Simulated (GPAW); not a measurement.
**Input and output of a self-consistent single point for BW (I4_1/amd, 8 atoms in the cell) (GPAW)**

Method of the run: PBEsol, GPAW PAW datasets PBEsol (made by gpaw-setup) (plane waves; GPAW).

Input as run:

```python
from ase import Atoms
from ase.units import GPa
from gpaw import GPAW, PW, FermiDirac

atoms = Atoms(['B', 'B', 'B', 'B', 'W', 'W', 'W', 'W'],
              cell=[[-1.549904, 1.549904, 8.376058],
                    [1.549904, -1.549904, 8.376058],
                    [1.549904, 1.549904, -8.376058]],
              scaled_positions=[[0.406310, 0.906310, 0.500000],
                                [0.656310, 0.656310, 0.000000],
                                [0.343690, 0.343690, 0.000000],
                                [0.093690, 0.593690, 0.500000],
                                [0.553120, 0.053120, 0.500000],
                                [0.803120, 0.803120, 0.000000],
                                [0.196880, 0.196880, 0.000000],
                                [0.946880, 0.446880, 0.500000]],
              pbc=True)

calc = GPAW(mode=PW(900),
            xc='PBEsol',
            kpts=(7, 7, 7),
            occupations=FermiDirac(0.1),
            nbands=-12,
            symmetry={'symmorphic': False, 'tolerance': 0.0005},
            maxiter=120,
            txt='-')

atoms.calc = calc

energy = atoms.get_potential_energy()
print('Energy (eV):', round(energy, 6))
forces = atoms.get_forces()
print('Forces (eV/Ang):')
print(forces.round(5))
stress = atoms.get_stress()
print('Stress (GPa, Voigt):', (stress / GPa).round(4))
```

The program printed (abridged):

```
Input parameters:
  kpts: [7 7 7]
  maxiter: 120
  mode: {ecut: 900.0000000000001,
         name: pw}
  nbands: -12
  occupations: {fixmagmom: False,
                name: fermi-dirac,
                width: 0.1}
  symmetry: {symmorphic: False,
             tolerance: 0.0005}
  xc: PBEsol

species:
  B:
    name: Boron
    Z: 5.0
    valence: 3
    core: 2
    charge: 0.0
    file: B.PBEsol.gz

    # Using partial waves for B as LCAO basis

  W:
    name: Tungsten
    Z: 74.0
    valence: 14
    core: 60
    charge: 0.0
    file: W.PBEsol.gz

    # Using partial waves for W as LCAO basis

Reference energy: -1757234.514078  # eV

Spin-paired calculation

Convergence criteria:
 Maximum [total energy] change in last 3 cyles: 0.0005 eV / valence electron
 Maximum integral of absolute [dens]ity change: 0.0001 electrons / valence electron
 Maximum integral of absolute [eigenst]ate change: 4e-08 eV^2 / valence electron
 Maximum number of scf [iter]ations: 120

Symmetries present (total): 16
Symmetries with fractional translations: 8
343 k-points: 7 x 7 x 7 Monkhorst-Pack grid
40 k-points in the irreducible part of the Brillouin zone
       k-points in crystal coordinates                weights
   0:     0.00000000    0.00000000    0.00000000          1/343
   1:     0.14285714   -0.14285714    0.00000000          4/343
   2:     0.14285714   -0.14285714    0.14285714          4/343
   [... 7 lines left out ...]
          ...
  39:     0.42857143    0.42857143    0.42857143          8/343

Wave functions: Plane wave expansion
  Cutoff energy: 900.000 eV
  Number of coefficients (min, max): 4909, 4961
  Pulay-stress correction: 0.000000 eV/Ang^3 (de/decut=0.000000)

Occupation numbers: Fermi-Dirac:
  width: 0.1000  # eV

Eigensolver

Densities:
  Coarse grid: 60*60*60 grid
  Fine grid: 120*120*120 grid
  Total Charge: 0.000000

Density mixing:
  Method: separate
  Backend: pulay
  Linear mixing parameter: 0.05
  old densities: 5
  Damping of long wavelength oscillations: 50

Hamiltonian:
  XC and Coulomb potentials evaluated on a 120*120*120 grid
  External potential:
    NoExternalPotential

XC parameters: PBEsol with 2 nearest neighbor stencil

Number of atoms: 8
Number of atomic orbitals: 68
Number of bands in calculation: 46
Number of valence electrons: 68
Bands to converge: occupied

Density initialized from atomic densities
  46 bands from LCAO basis set

Atomic positions and initial magnetic moments

Positions:
   0 B      1.549904    0.000000    6.806552    ( 0.0000,  0.0000,  0.0000)
   1 B      0.000000   -0.000000   10.994581    ( 0.0000,  0.0000,  0.0000)
   2 B     -0.000000    0.000000    5.757535    ( 0.0000,  0.0000,  0.0000)
   3 B      1.549904   -0.000000    1.569506    ( 0.0000,  0.0000,  0.0000)
   4 W      0.000000    1.549904    0.889872    ( 0.0000,  0.0000,  0.0000)
   5 W     -0.000000    0.000000   13.453959    ( 0.0000,  0.0000,  0.0000)
   6 W      0.000000   -0.000000    3.298157    ( 0.0000,  0.0000,  0.0000)
   7 W     -0.000000    1.549904    7.486186    ( 0.0000,  0.0000,  0.0000)

Unit cell:
           periodic     x           y           z      points  spacing
  1. axis:    yes   -1.549904    1.549904    8.376058    60     0.0508
  2. axis:    yes    1.549904   -1.549904    8.376058    60     0.0508
  3. axis:    yes    1.549904    1.549904   -8.376058    60     0.0365

  Lengths:   8.658103   8.658103   8.658103
  Angles:  159.375571 159.375571  29.329302

Effective grid spacing dv^(1/3) = 0.0720

     iter     time        total  log10-change:
                         energy   eigst   dens
iter:   1 --:--:--   -84.692632
iter:   2 --:--:--   -83.859200   -1.31  -1.15
iter:   3 --:--:--   -81.450583   -0.38  -1.20
iter:   4 --:--:--   -81.466946   -1.67  -1.66
iter:   5 --:--:--   -81.705420   -1.55  -1.71
iter:   6 --:--:--   -81.555672   -1.37  -1.74
iter:   7 --:--:--   -81.534818   -2.49  -2.17
iter:   8 --:--:--   -81.518377   -3.31  -2.28
iter:   9 --:--:--   -81.516908c  -3.69  -2.58
iter:  10 --:--:--   -81.511551c  -2.78  -2.62
iter:  11 --:--:--   -81.510576c  -4.50  -3.10
iter:  12 --:--:--   -81.510467c  -4.50  -3.50
iter:  13 --:--:--   -81.510432c  -5.69  -3.57
iter:  14 --:--:--   -81.510451c  -5.69  -3.84
iter:  15 --:--:--   -81.510433c  -5.92  -3.65
iter:  16 --:--:--   -81.510441c  -5.81  -3.91
iter:  17 --:--:--   -81.510434c  -6.29  -4.06c
iter:  18 --:--:--   -81.510438c  -6.57  -4.03c
iter:  19 --:--:--   -81.510439c  -6.76  -4.21c
iter:  20 --:--:--   -81.510433c  -6.66  -4.25c
iter:  21 --:--:--   -81.510438c  -6.75  -4.27c
iter:  22 --:--:--   -81.510436c  -8.56c -4.47c

Converged after 22 iterations.

Dipole moment: (-0.513117, 0.513117, -0.000000) |e|*Ang

Energy contributions relative to reference atoms: (reference = -1757234.514078)

Kinetic:        +78.164121
Potential:      -73.522278
External:        +0.000000
XC:             -86.007783
Entropy (-ST):   -0.078490
Local:           -0.105251
SIC:             +0.000000
--------------------------
Free energy:    -81.549681
Extrapolated:   -81.510436

Showing only first 2 kpts
 Kpt  Band  Eigenvalues  Occupancy
  0    32     15.08649    1.99800
  0    33     15.79434    0.91460
  0    34     15.92826    0.36175
  0    35     15.92826    0.36175

  1    32     13.96195    2.00000
  1    33     14.69132    1.99996
  1    34     15.08170    1.99809
  1    35     16.25244    0.01712

Fermi level: 15.77722

No gap
No difference between direct/indirect transitions
Energy (eV): -81.510436

Forces in eV/Ang:
  0 B     0.00000   -0.00000    0.01578
  1 B    -0.00000    0.00000    0.01578
  2 B    -0.00000    0.00000   -0.01578
  3 B     0.00000    0.00000   -0.01578
  4 W    -0.00000    0.00000   -0.05937
  5 W     0.00000   -0.00000   -0.05937
  6 W     0.00000    0.00000    0.05937
  7 W     0.00000    0.00000    0.05937

Stress tensor:
    -0.044903    -0.000000     0.000000
    -0.000000    -0.044903     0.000000
     0.000000     0.000000    -0.042501
Stress (GPa, Voigt): [-7.1942 -7.1942 -6.8094  0.      0.     -0.    ]
```

The run converged in 22 iterations. GPAW prints stress with tension positive.

At such cutoffs GPAW's stress carries a finite-basis (Pulay) error, which enters relaxed cells too; its log prints stress with tension positive.

The starting cell comes from a database of computed structures (which also holds hypothetical and non-ambient phases and stackings), without a prior relaxation at this level. Its lattice was rescaled by a random factor within 2.5 % of one. Spin-orbit coupling is off. Spin polarisation is off.

Cost on one core of a shared machine: roughly 20 min.
